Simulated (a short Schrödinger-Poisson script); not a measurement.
Stack: symmetric double-gate stack, SiO2 on p-type Si(100), at 300 K.

```
layer  material  thickness (nm)  Na (cm⁻³)
-----  --------  --------------  ---------
1          SiO2               2          -
2            Si               4       4e16
3          SiO2               2          -
```

The device is made up for the run: typed textbook-type constants, with dimensions and the other settings drawn at random. SiO2: permittivity 3.9, conduction-band edge (eV) 3.15, gap (eV) 9, electron mass (mₑ) 0.5. Si: permittivity 11.7, conduction-band edge (eV) 0, gap (eV) 1.124, Nv at 300 K (cm⁻³) 3.1e19.

Channel valleys (confinement mass, in-plane density-of-states mass, number): Δ2 0.916, 0.19, 2; Δ4 0.19, 0.417, 4. At the gates, both at one voltage, the conduction-band edge of layer 1 lies 3.58 eV − eVg above the Fermi level of the channel. Gaps are held at their typed values at every temperature. Mesh 0.03 nm at interfaces.

From a short Schrödinger-Poisson script (our own, NumPy): 1D Poisson equation in equilibrium, electrons quantum, Hartree (BenDaniel-Duke, 12 states a valley, the channel's in-plane mass for all, wave functions ending at the dielectric), parabolic valleys, classical holes, full ionisation, no traps, pinning or gate leakage.

The same stack at other levels of the model or other numerical settings:

```
run                                          sheet density of all electrons at Vg = 1.9 V (cm⁻²)  sheet density of all electrons at Vg = 0.7 V (cm⁻²)  capacitance of both gates at Vg = 1.9 V (μF/cm²)  rough cost against the base
-------------------------------------------  ---------------------------------------------------  ---------------------------------------------------  ------------------------------------------------  ---------------------------
base                                                                                     2.53e13                                              4.30e12                                              2.92                      about 1
electrons treated as classical, Boltzmann                                                      …                                                    …                                              3.32                         0.07
electrons treated as classical, Fermi-Dirac                                              2.86e13                                                    …                                              3.15                          0.2
mesh six times as coarse                                                                 2.53e13                                              4.30e12                                              2.92                          0.5
one subband a valley                                                                     2.48e13                                              4.24e12                                              2.86                          0.5
```

**Question.** Fill in the missing entries.

**Answer.** 
- electrons treated as classical, Boltzmann, sheet density of all electrons at Vg = 0.7 V (cm⁻²): 5.68e12
- electrons treated as classical, Fermi-Dirac, sheet density of all electrons at Vg = 0.7 V (cm⁻²): 5.57e12
- electrons treated as classical, Boltzmann, sheet density of all electrons at Vg = 1.9 V (cm⁻²): 2.98e13

The classical rows ignore confinement, and Boltzmann statistics overrate the density once the band edge passes the Fermi level.
